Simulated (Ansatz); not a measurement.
System: B-vacancy pair (B on one host C site, one C site vacant) in 4H silicon carbide (charge state +1). The step: a nearby C atom hops onto the vacant site (B-vacancy distance between ideal sites 3.09 → 4.38 Å); the atom moves 3.07 Å along (1.00, 0.00, 0.00) of the unit cell; the moving atom starts with neighbours Si at 1.87, Si at 1.90, 2 Si at 1.92 Å and ends with Si at 1.86, Si at 1.90, Si at 1.91, Si at 1.92 Å. DFT values are from Ansatz (plane-wave PAW, 420 eV unless said) in a cell of 72 host sites, spin-restricted, static, with no finite-size correction. The charge state is imposed; whether it is stable for some Fermi level was not computed. Forms of the defect that were not tried may lie lower. The order of the sites in energy changes with the mesh. For the PBE band: the saddle point's order was not checked.

```csv
Level,Forward barrier (eV),Cost of the band or of the saddle's single point
"CHGNet universal potential (has no charge state), its own band",2.77,-
"PBE, the Γ point alone, band relaxed",4.67,about 7 core-minutes (a rough figure)
"PBE, a 2×2×2 k-point mesh shifted by half a step along c, same geometries",5.00,very roughly 60 core-seconds
"r2SCAN at 500 eV, the Γ point alone, same geometries",5.14,very roughly 30 core-seconds
```

Ansatz is a first-principles code.
